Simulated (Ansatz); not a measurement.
1T (CdI2-type) PtTe2 was calculated with PBE-D4 in Ansatz (PAW).

Run with plane-wave cutoff 520 eV, 18×18×12 k mesh (along the axes of the cell as run), Fermi–Dirac smearing 0.05 eV, scalar-relativistic PAW data made under PBE.

Response to compression and expansion:

Shape and atoms are relaxed at each volume.

| V (Å³/atom) | P (GPa) | c (Å) | a (Å) |
|---|---|---|---|
| 23.199 | 3.22 | 4.963 | 4.024 |
| 23.683 | 1.47 | 5.027 | 4.040 |
| 24.166 | -0.01 | 5.093 | 4.054 |
| 24.649 | -1.25 | 5.163 | 4.067 |
| 25.132 | -2.24 | 5.236 | 4.078 |

Note: the bulk modulus comes from volumes at which shape and atoms were relaxed.

Ansatz is a program for electronic structure.
